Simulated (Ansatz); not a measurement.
Cells marked so need not be the phases stable at ambient conditions, and some may be hypothetical.

 Where the default PAW files enter, the runs use the earlier of Ansatz's two default sets.

The gap is the functional's own. No spin-orbit coupling. Mid-gap values are interpolated on the energy grid.

A. LaOF (R-3m, not sure to be the ambient phase, 6 atoms a cell, 15.9 Å³ an atom), along the normal of (101)
B. BaTe$_{3}$ (P-42_1m, not sure to be the ambient phase, 8 atoms a cell, 36.6 Å³ an atom), along the normal of (100)
C. Sr₃Ta₂ZnO₉ (P-3m1, not sure to be the ambient phase, 15 atoms a cell, 13.4 Å³ an atom, -5 GPa at this level), along the normal of (001)

### Question
Rank these by mid-gap decay constant of the slowest evanescent state (highest first), as r2SCAN (Ansatz, a quantum-chemistry and plane-wave program) gives it.

### Answer
A (0.48 1/Å), C (0.36 1/Å), B (0.17 1/Å)
